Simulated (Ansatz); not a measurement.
**A computed series for Zn3InGaO6: pressure series**

The reference is Zn$_{3}$InGaO$_{6}$ (space group R3m, No. 160; a cell from a computed database, its experimental status unchecked).

```
CELL_PARAMETERS angstrom
      1.64478     0.94961    13.79072
     -1.64478     0.94961    13.79072
      0.00000    -1.89922    13.79072
ATOMIC_POSITIONS crystal
  Zn 0.26109 0.26109 0.26109
  Zn 0.74134 0.74134 0.74134
  Zn 0.86572 0.86572 0.86572
  In 0.00122 0.00122 0.00122
  Ga 0.13689 0.13689 0.13689
  O  0.91333 0.91333 0.91333
  O  0.08935 0.08935 0.08935
  O  0.18466 0.18466 0.18466
  O  0.80378 0.80378 0.80378
  O  0.69421 0.69421 0.69421
  O  0.30844 0.30844 0.30844
```

Cell and atoms are relaxed at each pressure.

All numbers come from PBEsol (Ansatz, a first-principles code; PAW; 420 eV plane waves; scalar-relativistic without spin-orbit coupling).

Two rows of this table had their results exchanged by mistake.

```csv
pressure,volume per atom (Å³),shortest distance (Å),band gap
pressure −1 GPa,11.82,1.903,0.98 eV
pressure 0.3 GPa,11.73,1.898,1.01 eV
pressure 0.7 GPa,11.70,1.896,1.01 eV
pressure 1.5 GPa,11.64,1.893,1.03 eV
pressure 3 GPa,11.12,1.865,1.15 eV
pressure 5 GPa,11.41,1.881,1.08 eV
pressure 7.5 GPa,11.26,1.873,1.12 eV
pressure 10 GPa,11.54,1.888,1.05 eV
```

Task: Which two?

Result: The rows for pressure 3 GPa and pressure 10 GPa: the volume has to fall steadily with pressure, so 11.54 Å³ belongs to pressure 3 GPa and 11.12 Å³ to pressure 10 GPa.

Load acts through the strain it causes; cell and atoms are relaxed under it. Whether these cells are dynamically stable was not tested. Competing high-pressure phases were not computed.
